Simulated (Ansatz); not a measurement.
The structure below was relaxed with PBEsol (Ansatz, a quantum-chemistry and plane-wave program), without spin-orbit coupling, at pressure 30 GPa.

```
PbTe
1.0
    0.00000     2.89259     2.89259
    2.89259     0.00000     2.89259
    2.89259     2.89259     0.00000
Te Pb
1 1
Direct
  0.00000   0.00000   0.00000
  0.50000   0.50000   0.50000
```

Question: Find the space group and the Wyckoff positions.

Answer: Space group Fm-3m (No. 225); a = b = c = 5.785 Å, α = β = γ = 90.00°

| atom | site | symmetry | x | y | z |
|---|---|---|---|---|---|
| Te | 4a | m-3m | 0.0000 | 0.0000 | 0.0000 |
| Pb | 4b | m-3m | 0.5000 | 0.5000 | 0.5000 |

Load acts through the strain it causes; cell and atoms are relaxed under it. No phonon test of stability was made. Competing high-pressure phases were not computed. The cell was made from PbTe in the rock salt structure (space group Fm-3m, No. 225) by this change: pressure 30 GPa.
